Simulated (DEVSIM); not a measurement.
System: InP n+/n-/n+ resistor, at 350 K.

| layer (left to right) | material | thickness (μm) | Nd (cm⁻³) | τn (s) | τp (s) |
|---|---|---|---|---|---|
| 1 | InP | 0.490 | 1.5e17 | 1.6e-8 | 1.6e-8 |
| 2 | InP | 3.40 | 2.1e13 | 1.6e-8 | 1.6e-8 |
| 3 | InP | 0.390 | 2.1e17 | 1.6e-8 | 1.6e-8 |

Left contact: ohmic. Right contact: ohmic. Voltage is applied to the left contact. Recombination: SRH at mid-gap. Mobility is μmin + (μ − μmin)/(1 + (N/Nref)^α).

Constants are typed, rounded textbook-type inputs, not results; the design itself was drawn at random and stands for no fabricated device. Values at 300 K; Nc and Nv go as T^1.5, mobilities as T to minus their exponent, the gap by Varshni's rule with the affinity fixed.

| parameter | InP |
|---|---|
| gap (eV) | 1.344 |
| affinity (eV) | 4.38 |
| permittivity | 12.5 |
| Nc (cm⁻³) | 5.7e17 |
| Nv (cm⁻³) | 1.1e19 |
| μn (cm²/Vs) | 5200 |
| μp (cm²/Vs) | 170 |
| μn,min | 400 |
| μp,min | 10 |
| Nref,n | 3e17 |
| Nref,p | 4.9e17 |
| αn | 0.47 |
| αp | 0.62 |
| T exponent of μn | 2 |
| T exponent of μp | 2 |
| Varshni α (eV/K) | 0.000363 |
| Varshni β (K) | 162 |

Simulated with DEVSIM: 1D drift-diffusion, Boltzmann statistics, complete ionisation; no tunnelling, impact ionisation, image-force lowering or self-heating.

Problem. Give the dark forward current.

Solution. 
```json
[
 {"V (V)": "0.05", "J (A/cm²)": "8.0"},
 {"V (V)": "0.15", "J (A/cm²)": "25"},
 {"V (V)": "0.25", "J (A/cm²)": "44"},
 {"V (V)": "0.35", "J (A/cm²)": "66"},
 {"V (V)": "0.45", "J (A/cm²)": "91"},
 {"V (V)": "0.55", "J (A/cm²)": "120"},
 {"V (V)": "0.65", "J (A/cm²)": "150"},
 {"V (V)": "0.75", "J (A/cm²)": "180"},
 {"V (V)": "0.85", "J (A/cm²)": "220"},
 {"V (V)": "0.95", "J (A/cm²)": "260"},
 {"V (V)": "1.10", "J (A/cm²)": "320"},
 {"V (V)": "1.20", "J (A/cm²)": "360"},
 {"V (V)": "1.30", "J (A/cm²)": "410"},
 {"V (V)": "1.40", "J (A/cm²)": "460"},
 {"V (V)": "1.50", "J (A/cm²)": "510"},
 {"V (V)": "1.60", "J (A/cm²)": "570"},
 {"V (V)": "1.70", "J (A/cm²)": "630"},
 {"V (V)": "1.80", "J (A/cm²)": "690"},
 {"V (V)": "1.90", "J (A/cm²)": "750"},
 {"V (V)": "2.00", "J (A/cm²)": "820"}
]
```
